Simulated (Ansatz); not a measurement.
We consider IrSn (model structure, started from the CoSn type, P6/mmm, No. 191, 6 atoms in the cell), described by LDA (PAW; Ansatz, a first-principles code).

Numerical settings: plane-wave cutoff 520 eV, 12×12×12 k mesh, Fermi–Dirac smearing 0.05 eV, no spin polarisation, scalar-relativistic PAW data made under PBE.

Cell (relaxed at this level):

```cif
data_Ir3Sn3
_chemical_formula_sum 'Ir3 Sn3'
_space_group_name_H-M_alt 'P6/mmm'
_space_group_IT_number 191
_space_group_name_Hall '-P 6 2'
_cell_length_a 5.56065
_cell_length_b 5.56065
_cell_length_c 4.30296
_cell_angle_alpha 90.000
_cell_angle_beta 90.000
_cell_angle_gamma 120.000
loop_
_atom_site_label
_atom_site_type_symbol
_atom_site_symmetry_multiplicity
_atom_site_Wyckoff_symbol
_atom_site_fract_x
_atom_site_fract_y
_atom_site_fract_z
_atom_site_occupancy
Ir1 Ir 3 f 0.00000 0.50000 0.00000 1
Sn1 Sn 2 d 0.33333 0.66667 0.50000 1
Sn2 Sn 1 a 0.00000 0.00000 0.00000 1
```

What does this level give for the bulk modulus?


- bulk modulus = 185 GPa

Note: the run has no spin polarisation, so it can have missed a magnetic state; the bulk modulus is −V dP/dV from two relaxed cells at ±2 % in volume; the relaxation could raise the start's symmetry but not lower it, so the cell can be a saddle point.

Spin–orbit coupling is not included.

Computed values are for the static lattice.

A model structure was made by putting elements into a prototype or built by hand; it is no filed structure, need not be a known phase, and can be a saddle point held by its symmetry.
